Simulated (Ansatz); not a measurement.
AlBN2 (model structure, started from the BeSiN2 type, I-42d, No. 122, 8 atoms in the cell), treated with G0W0@PBEsol (plane waves, hard PAW, contour deformation; Ansatz, a quantum-chemistry and plane-wave program).

The cell is the one relaxed with PBEsol. Conventional cell: a = 4.0866 Å, b = 4.0866 Å, c = 7.6199 Å, α = 90.00°, β = 90.00°, γ = 90.00°.

One run with a 6×6×6 mesh, response cutoff 100 eV and 265 empty bands, not extrapolated in mesh or basis; no spin–orbit coupling.

Highest filled and lowest empty level by k point (fractions of the reciprocal vectors of the cell (-2.043 2.043 3.810) (2.043 -2.043 3.810) (2.043 2.043 -3.810) Å; eV from the valence maximum of each method):

```
k                   PBEsol filled  PBEsol empty  QP filled  QP empty
------------------  -------------  ------------  ---------  --------
0 0 0                        0.00          2.69       0.00      4.00
0 0.333 0.167               -0.77          6.14        ___       ___
0 0.333 -0.167              -0.25          4.34      -0.28      5.76
0.167 0.167 0.167           -0.63          5.90      -0.71      7.40
0.167 0.167 0.333           -0.95          6.76        ___       ___
0.167 0.333 0.167           -0.85          6.73      -0.98      8.30
0.167 -0.167 0.167          -0.61          4.82      -0.70      6.29
0.333 -0.333 0.333          -0.50          4.50      -0.60      5.92
```

Estimate the withheld levels to about 0.1 eV.


- 0 0.333 0.167, QP filled: -0.89
- 0 0.333 0.167, QP empty: 7.70
- 0.167 0.167 0.333, QP filled: -1.08
- 0.167 0.167 0.333, QP empty: 8.33

Note: the relaxation could raise the start's symmetry but not lower it, so the cell can be a saddle point.

A model structure was made by putting elements into a prototype or built by hand; it is no filed structure, need not be a known phase, and can be a saddle point held by its symmetry.
